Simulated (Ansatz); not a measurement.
Ansatz (a first-principles code) run on LaZn (P4mm, 2 atoms in the cell): self-consistent single point.

Method of the run: PBEsol, default PAW files made with PBE (plane waves; Ansatz).

```
CELL_PARAMETERS angstrom
      3.76749     0.00000     0.00000
      0.00000     3.76749     0.00000
      0.00000     0.00000     3.76749
ATOMIC_POSITIONS crystal
  La 0.00000 0.00000 0.01327
  Zn 0.50000 0.50000 0.50000
```

Reference input (self-consistent single point, DFT, PBEsol, plane waves, default PAW files made with PBE): basis.ecutwfc = 420 eV; kpoints.mp_grid.grid = 9 9 9; hamiltonian.xc = pbesol; hamiltonian.pseudopotentials = {kind: paw} (the program's default PAW files); scf.occupations.method = gaussian; scf.occupations.width = 0.1 eV. This run's input differs from it in these lines:

Ansatz 0.2 input:
```diff
@@ -12,3 +12,3 @@
 kpoints:
-  mp_grid: { grid: [9, 9, 9] }
+  mp_grid: { grid: [7, 7, 7] }
 hamiltonian:
@@ -17,3 +17,3 @@
 scf:
-  occupations: { method: gaussian, width: 0.1 }
+  occupations: { method: gaussian, width: 0.3 }
 output:
```

The program printed (abridged):

```
SCF iter   1: F=—  HF=-9442.751206 eV  |F-HF|=—  |Δ(HF+E_count)|=         —  Δρ=3.42e-3  dr2=2.99e-3  ethr=1.77e-3  ⟨swp⟩=4.5  Hψ=2746  notcnv=0
all-band conjugate gradients solve this SCF's bands
preconditioner: auto → Kerker (q_TF=auto, 2.370 Å⁻¹)
SCF iter   2: F=—  HF=-9442.749534 eV  |F-HF|=—  |Δ(HF+E_count)|=   1.67e-3  Δρ=1.12e-3  dr2=4.74e-4  ethr=1.30e-5  ⟨swp⟩=2.0  Hψ=1332  notcnv=0
SCF iter   3: F=—  HF=-9442.749371 eV  |F-HF|=—  |Δ(HF+E_count)|=   1.64e-4  Δρ=8.70e-4  dr2=2.35e-4  ethr=2.06e-6  ⟨swp⟩=2.0  Hψ=903  notcnv=0
SCF iter   4: F=—  HF=-9442.749303 eV  |F-HF|=—  |Δ(HF+E_count)|=   6.75e-5  Δρ=1.47e-4  dr2=1.76e-5  ethr=1.02e-6  ⟨swp⟩=2.0  Hψ=886  notcnv=0
SCF iter   5: F=—  HF=-9442.749317 eV  |F-HF|=—  |Δ(HF+E_count)|=   1.35e-5  Δρ=3.37e-5  dr2=1.05e-6  ethr=7.63e-8  ⟨swp⟩=2.0  Hψ=932  notcnv=0
SCF iter   6: F=-9442.749316 eV  HF=-9442.749316 eV  |F-HF|=2.10e-8  |Δ(HF+E_count)|=   3.24e-7  Δρ=8.15e-6  dr2=4.38e-8  ethr=4.35e-10  ⟨swp⟩=4.1  Hψ=2687  notcnv=0
SCF 1 converged in 6 iterations: F = -9442.749316 eV  dr2 = 4.38e-8
Free energy (F): -9442.749316 eV
Internal energy: -9442.652574 eV  (E = F + TS)
E sigma→0 (E₀):  -9442.700945 eV
Entropy (-TS):   -0.096742 eV (-48.371 meV/atom)
Fermi energy:    10.399175 eV
--- Forces (eV/Å), atoms counted from 1 ---
  atom   1  La     0.00000000     0.00000000    -0.09841990
  atom   2  Zn    -0.00000000     0.00000000     0.09843480
--- Stress (GPa, compression-positive) ---
       -2.634499       0.000000      -0.000000
        0.000000      -2.634499       0.000000
       -0.000000       0.000000      -2.637803
  P = ⅓ Tr σ = -2.6356 GPa (-26.356 kbar)
  The stress holds the Pulay correction. Without it, at fixed plane waves, as pw.x and ABINIT print it: P = -2.6556 GPa
```

The run converged in 6 iterations. Against the reference run the free energy falls by 27.2 meV/atom, the pressure goes from -2.78 to -2.64 GPa and the largest force goes from 0.088 to 0.098 eV/Å.

The starting cell comes from a database of computed structures (which also holds hypothetical and non-ambient phases and stackings), without a prior relaxation at this level. Its lattice was rescaled by up to half a per cent. One atom was moved a little off its site on purpose. Ansatz's pressure includes its estimate of the finite-basis (Pulay) stress.
